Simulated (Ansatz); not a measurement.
Base system: Al$_{2}$O$_{3}$ in the corundum structure (space group R-3c, No. 167; a = 4.729 Å, c = 12.892 Å (hexagonal axes)). Axes: x lies along a and z along c of the hexagonal cell.

The values are results of LDA (Ansatz, a quantum-chemistry and plane-wave program; PAW; 420 eV plane waves; no spin-orbit coupling), not measurements.

Before the change:

The band gap comes out as 6.43 eV and the pressure is -0.01 GPa. The shortest interatomic distance is 1.844 Å.

It is then changed as follows: tensile biaxial strain of 0.75 % in the plane normal to [001], as in epitaxy on a mismatched substrate; the out-of-plane cell vector and the atoms relax.

Q: What happens to the energy relative to the base?

A: The energy rises by 1.7 meV/atom.

Q: What happens to the band gap?

A: The band gap shrinks by 0.24 eV, from 6.43 eV to 6.19 eV.

Q: What does the calculation give for the pressure after the change?

A: The pressure (mean of the normal stresses, compression positive) drops by 2.89 GPa (-0.01 GPa → -2.90 GPa).

Q: What happens to the shortest interatomic distance?

A: The shortest interatomic distance goes up by 0.0083 Å, from 1.844 Å to 1.853 Å.

Whether these cells are dynamically stable was not tested.
